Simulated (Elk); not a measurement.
Band structure of BaAl₂Ga₂ (I4/mmm, 5 atoms in the cell).

```
CELL_PARAMETERS angstrom
     -2.25718     2.25718     5.57623
      2.25718    -2.25718     5.57623
      2.25718     2.25718    -5.57623
ATOMIC_POSITIONS crystal
  Ba 0.00000 0.00000 0.00000
  Al 0.75000 0.25000 0.50000
  Al 0.25000 0.75000 0.50000
  Ga 0.37971 0.37971 0.00000
  Ga 0.62029 0.62029 0.00000
```

Level of theory: PBEsol, all-electron FP-LAPW, Elk's shipped species files, default APW+lo basis in Elk 10.2.4.

Settings: xctype = 22; stype = 0; swidth = 0.00367493 Ha; ngridk = 7 7 7; rmtscf = 0.99; maxscl = 100.

The starting cell comes from a database of computed structures (which also holds hypothetical and non-ambient phases and stackings), without a prior relaxation at this level. Its lattice was rescaled by a random factor within 2.5 % of one. Values depend on the basis (sphere radii, cutoffs, local orbitals), which need not be converged.

Levels in eV from the Fermi level, bands 29 to 36:
```json
[
 {"point": "Γ", "29": "-2.35", "30": "-2.35", "31": "-1.34", "32": "-0.26", "33": "0.56", "34": "0.56", "35": "1.07", "36": "3.43"},
 {"point": "X", "29": "-5.11", "30": "-3.07", "31": "-2.01", "32": "-1.54", "33": "0.70", "34": "2.10", "35": "2.79", "36": "3.82"},
 {"point": "Y", "29": "-4.60", "30": "-3.11", "31": "-1.92", "32": "-1.64", "33": "0.59", "34": "2.22", "35": "2.65", "36": "4.10"},
 {"point": "S", "29": "-2.36", "30": "-1.66", "31": "-1.25", "32": "-0.08", "33": "0.31", "34": "0.88", "35": "1.72", "36": "2.14"},
 {"point": "Z", "29": "-2.13", "30": "-1.99", "31": "-0.62", "32": "-0.14", "33": "0.78", "34": "0.78", "35": "0.90", "36": "2.31"},
 {"point": "S1", "29": "-2.36", "30": "-1.66", "31": "-1.25", "32": "-0.08", "33": "0.31", "34": "0.88", "35": "1.72", "36": "2.14"},
 {"point": "N", "29": "-3.78", "30": "-1.51", "31": "-0.50", "32": "-0.47", "33": "-0.05", "34": "0.83", "35": "1.24", "36": "1.47"},
 {"point": "P", "29": "-5.31", "30": "-2.73", "31": "-1.76", "32": "-1.76", "33": "-0.33", "34": "3.15", "35": "3.15", "36": "3.73"},
 {"point": "Y1", "29": "-4.60", "30": "-3.11", "31": "-1.92", "32": "-1.64", "33": "0.59", "34": "2.22", "35": "2.65", "36": "4.10"}
]
```

Bands cross the Fermi level along this path, so the cell is metallic at this level.
